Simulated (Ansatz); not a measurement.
The starting structures come from a database of crystals and need not be the phases stable at ambient conditions.

Inside the gap of an insulator the Bloch states are evanescent, with a wavenumber k + iκ along the transport direction.

Input:

```xyz
16
Lattice="5.5456 0.0000 0.0000 0.0000 7.4303 0.0000 2.7728 0.0000 9.1874" Properties=species:S:1:pos:R:3 pbc="T T T"
K      4.1823     5.5727     5.8366
K      1.4095     1.8576     3.3508
Nb     2.7727     5.5727     2.0756
Nb     5.5456     1.8576     7.1118
Cu     2.8900     3.7152     0.0000
Cu     2.8900     0.0000     0.0000
Cu     5.5459     5.5727     1.9973
Cu     2.7731     1.8576     7.1901
S      1.4580     5.5727     0.1492
S      4.2308     1.8576     9.0382
S      1.3699     5.5727     3.8953
S      4.1427     1.8576     5.2921
S      6.9090     3.7331     7.2142
S      4.1362     3.6973     1.9733
S      6.9090     7.4124     7.2142
S      4.1362     0.0179     1.9733
```

The cell is taken as given; by PBEsol it stands under a pressure of -2.6 GPa.

Transport runs along the normal of the first two printed cell vectors.

The gap is the functional's own. No spin-orbit coupling. Mid-gap values are those at the computed energy nearest the middle.

### Question
Estimate the band gap and the smallest decay constant κ at mid-gap that PBEsol (Ansatz, a quantum-chemistry and plane-wave program) returns for this system.

### Answer
Gap 1.67 eV on a 6×4×6 mesh; κ = 0.385 1/Å, at (0.167, 0.250) of the in-plane reciprocal vectors. At the zone centre the slowest state has κ = 0.39 1/Å.
